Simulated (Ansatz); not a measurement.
Here is the system:

```xyz
2
Lattice="3.4673 0.0000 0.0000 1.7336 3.0027 0.0000 1.7336 -1.0009 2.7486" Properties=species:S:1:pos:R:3 pbc="T T T"
B      0.0000     0.0000    -0.0059
As     3.4673     0.0000     2.0674
```

No spin polarisation.

Method: r2SCAN (Ansatz, a quantum-chemistry and plane-wave program, PAW, no SOC). k-mesh 12×12×12 (Γ-centred); smearing 0.05 eV (Fermi–Dirac).

Predict the gap character, in-plane stress and smallest direct gap.

Gap character: indirect, Γ → F–Γ (18 % along)
Mean in-plane stress (compression positive): -8.4 GPa
Smallest direct gap: 3.12 eV

The cells carry an imposed strain or load. No phonon test of stability was made. The cell was made from BAs in the zinc blende structure (space group F-43m, No. 216) by this change: biaxial strain +2.50 %, plane normal [111], relaxed out of plane.
